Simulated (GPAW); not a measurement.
Band structure of CaCuSi (P-6m2, 3 atoms in the cell).

```yaml
crystal:
  lattice:
    - [4.12183, 0.00000, 0.00000]
    - [-2.06092, 3.56961, 0.00000]
    - [0.00000, 0.00000, 4.08101]
  atoms:
    - { symbol: Ca, position: [0.00000, 0.00000, 0.00000] }
    - { symbol: Si, position: [0.33333, 0.66667, 0.50000] }
    - { symbol: Cu, position: [0.66667, 0.33333, 0.50000] }
```

Level of theory: PBEsol, GPAW PAW datasets PBEsol (made by gpaw-setup) (plane waves; GPAW).

Settings: mode = pw; ecut = 850 eV; xc = PBEsol; kpts = 8 8 7; mesh shift (steps) = 0 0 0; occupations.name = methfessel-paxton; occupations.width = 0.1 eV; occupations.order = 0; nbands = -11; convergence.density = 1e-05 e/electron; convergence.energy = 1e-05 eV/electron; symmetry.symmorphic = false; symmetry.tolerance = 0.0005; maxiter = 150.

The starting cell comes from a database of computed structures (which also holds hypothetical and non-ambient phases and stackings), without a prior relaxation at this level. Spin polarisation is off.

Levels in eV from the Fermi level, bands 9 to 16:
| point | 9 | 10 | 11 | 12 | 13 | 14 | 15 | 16 |
|---|---|---|---|---|---|---|---|---|
| Γ | -3.07 | -3.07 | -0.01 | 0.65 | 0.65 | 1.43 | 2.88 | 4.29 |
| M | -3.23 | -3.18 | -3.13 | -0.54 | 0.46 | 1.06 | 4.02 | 4.15 |
| K | -3.20 | -3.11 | -3.07 | -2.77 | 1.00 | 2.13 | 3.47 | 3.50 |
| A | -3.15 | -3.15 | -2.83 | 1.86 | 1.86 | 2.63 | 2.63 | 3.12 |
| L | -3.15 | -3.11 | -2.70 | -1.21 | -0.96 | -0.11 | 3.53 | 4.82 |
| H | -3.26 | -2.78 | -2.73 | -2.17 | -1.03 | 0.16 | 3.82 | 4.98 |

Bands cross the Fermi level along this path, so the cell is metallic at this level.
